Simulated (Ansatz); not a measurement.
Band structure of HfO2 (P2_1/c, 12 atoms in the cell).

```
HfO2
1.0
    5.01777     0.00000     0.00000
    0.00000     5.07338     0.00000
   -0.86302     0.00000     5.12491
Hf O
4 8
Direct
  0.27614   0.45806   0.70791
  0.72386   0.54194   0.29209
  0.72386   0.95806   0.79209
  0.27614   0.04194   0.20791
  0.44800   0.74253   0.97858
  0.55200   0.25747   0.02142
  0.55200   0.24253   0.52142
  0.44800   0.75747   0.47858
  0.06836   0.33076   0.34625
  0.93164   0.66924   0.65375
  0.93164   0.83076   0.15375
  0.06836   0.16924   0.84625
```

Level of theory: PBEsol, PAW files made with PBE (plane waves; Ansatz, an electronic-structure program).

Settings: kpoints.mp_grid.grid = 3 3 3; hamiltonian.xc = pbesol; hamiltonian.pseudopotentials = {kind: paw} (the program's default PAW files); scf.occupations.method = fixed; kpoints.band_path.npoints = 6.

The starting cell comes from a database of computed structures (which also holds hypothetical and non-ambient phases and stackings), without a prior relaxation at this level. Its lattice was rescaled by a random factor within 2.5 % of one. Spin-orbit coupling is off.

Q: Predict the gap along the standard path and the places of the band edges.

A: The gap along the path is 4.16 eV, from Γ to X; the smallest direct gap on it is 4.24 eV.

Levels in eV from the top of the valence band on the path, bands 73 to 80:
| point | 73 | 74 | 75 | 76 | 77 | 78 | 79 | 80 |
|---|---|---|---|---|---|---|---|---|
| Γ | -0.52 | -0.46 | -0.13 | 0.00 | 4.67 | 5.28 | 5.40 | 5.78 |
| Y | -0.78 | -0.78 | -0.50 | -0.50 | 4.95 | 4.95 | 5.45 | 5.45 |
| H | -1.06 | -0.76 | -0.67 | -0.37 | 4.42 | 4.63 | 5.71 | 5.77 |
| C | -0.98 | -0.98 | -0.53 | -0.53 | 4.51 | 4.51 | 5.79 | 5.79 |
| E | -1.04 | -1.04 | -0.71 | -0.71 | 4.67 | 4.67 | 5.44 | 5.44 |
| M1 | -1.02 | -1.02 | -0.69 | -0.69 | 4.69 | 4.69 | 5.47 | 5.47 |
| A | -0.92 | -0.92 | -0.60 | -0.60 | 4.91 | 4.91 | 5.47 | 5.47 |
| X | -0.71 | -0.57 | -0.43 | -0.10 | 4.16 | 5.32 | 5.41 | 5.42 |
| H1 | -1.06 | -0.76 | -0.67 | -0.37 | 4.42 | 4.63 | 5.71 | 5.77 |

Keys are those of Ansatz 0.2.
